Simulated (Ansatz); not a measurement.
ScAlN2 (model structure, P3m1, No. 156, 4 atoms in the cell) was calculated with r²SCAN0 (Ansatz, a quantum-chemistry and plane-wave program, plane waves, PAW).

Run with plane-wave cutoff 520 eV, 9×9×6 k mesh (along the axes of the cell as run), Fermi–Dirac smearing 0.01 eV, scalar-relativistic PAW data made under PBE.

Cell (relaxed with PBEsol):

AlScN₂ is taken in the trigonal space group P3m1 (No. 156), Pearson symbol hP4. Cell: a = 3.328 Å, b = 3.328 Å, c = 5.100 Å, α = 90.00°, β = 90.00°, γ = 120.00°. Sc on 1b sees 3 N at 2.013 Å and 1 N at 2.145 Å and 1 N at 2.955 Å. N1 on 1b is coordinated by 3 Al at 1.978 Å and 1 Sc at 2.145 Å and 1 Sc at 2.955 Å. Al on 1c sees 1 N at 1.882 Å and 3 N at 1.978 Å (tetrahedral). N2 on 1c sees 1 Al at 1.882 Å and 3 Sc at 2.013 Å (tetrahedral). (Neighbours: up to the widest gap in distance over summed covalent radii, below 1.35, at either atom; cation-cation and far metal-metal contacts left out.)

Task: What does this level give for the band gap and direct gap at Γ?

Result: 
* **band gap**: 5.62 eV (on the SCF k mesh)
* **direct gap at Γ**: 5.82 eV

Note: the relaxation could raise the start's symmetry but not lower it, so the cell can be a saddle point; cell and atoms aren't relaxed at this level (largest force component 0.27 eV/Å, pressure -0.6 GPa).

The computed numbers hold no vibrational or temperature effects.

Cost on a shared machine: about 8 core-minutes (a rough figure).

A model structure was made by putting elements into a prototype or built by hand; it is no filed structure, need not be a known phase, and can be a saddle point held by its symmetry.
